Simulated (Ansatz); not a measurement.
# Al (I4/mmm): band-structure transport figures

Input:

```
Al
1.0
    0.00000     1.98067     2.03282
    1.98067     0.00000     2.03282
    1.98067     1.98067     0.00000
Al
1
Cartesian
  0.00000   0.00000   0.00000
```

All values below come from PBEsol, rigid bands (plane waves, PAW, scalar-relativistic; Ansatz, an electronic-structure program). Condition of this run: biaxial stress xx = yy = 2 GPa (compression positive) (the target of the relaxation). Geometry: cell and atoms relaxed with PBEsol, then loaded as said.

```yaml
density of states at the Fermi level: 0.397 states/(eV·cell), both spins
bare Sommerfeld coefficient: 0.94 mJ/(mol of atoms·K²)
drude_plasma_energy: 12.3 (x), 12.3 (y), 12.6 (z) eV
root-mean-square Fermi velocity: 1.5e6 m/s
resistivity times τ: 3.2 (x), 3.2 (y), 3.1 (z) ×10⁻²² Ω·m·s
```

A metal at this level (no band gap); rigid bands, thermally averaged at 300 K, both spins. Spin-orbit coupling is left out. τ is one relaxation time for all states.
